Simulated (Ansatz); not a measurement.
## MoTe₂ (P-6m2, No. 187, 3 atoms in the cell; start mp-1023935; a measured phase of this formula has another space group)

Method: PBE0 (Ansatz, a quantum-chemistry and plane-wave program, PAW).

Numerical settings: plane-wave cutoff 460 eV, 9×9×2 k mesh (along the axes of the cell as run), Fermi–Dirac smearing 0.01 eV, no spin polarisation, scalar-relativistic PAW data made under PBE.

Cell (relaxed with PBEsol):

```cif
data_MoTe2
_chemical_formula_sum 'Te2 Mo1'
_space_group_name_H-M_alt 'P 1'
_space_group_IT_number 1
_cell_length_a 3.49111
_cell_length_b 3.49111
_cell_length_c 17.52739
_cell_angle_alpha 90.000
_cell_angle_beta 90.000
_cell_angle_gamma 120.000
loop_
_space_group_symop_operation_xyz
  'x, y, z'
loop_
_atom_site_label
_atom_site_type_symbol
_atom_site_fract_x
_atom_site_fract_y
_atom_site_fract_z
_atom_site_occupancy
Te1 Te 0.33333 0.66667 0.89712 1
Te2 Te 0.33333 0.66667 0.10288 1
Mo1 Mo 0.00000 0.00000 0.00000 1
```

| Quantity | Result |
|---|---|
| band gap | 2.30 eV (on the SCF k mesh) |
| Γ–Γ gap | 5.26 eV |

Note: cell and atoms aren't relaxed at this level (largest force component 0.13 eV/Å); the cell has widely spaced layers and the level no dispersion term, so their spacing and the moduli can rest on weak binding.

Spin–orbit coupling is not included; with these elements it can move the gap by several tenths of an eV or more.

A start named mp-… is a Materials Project structure, which need not be a measured phase.
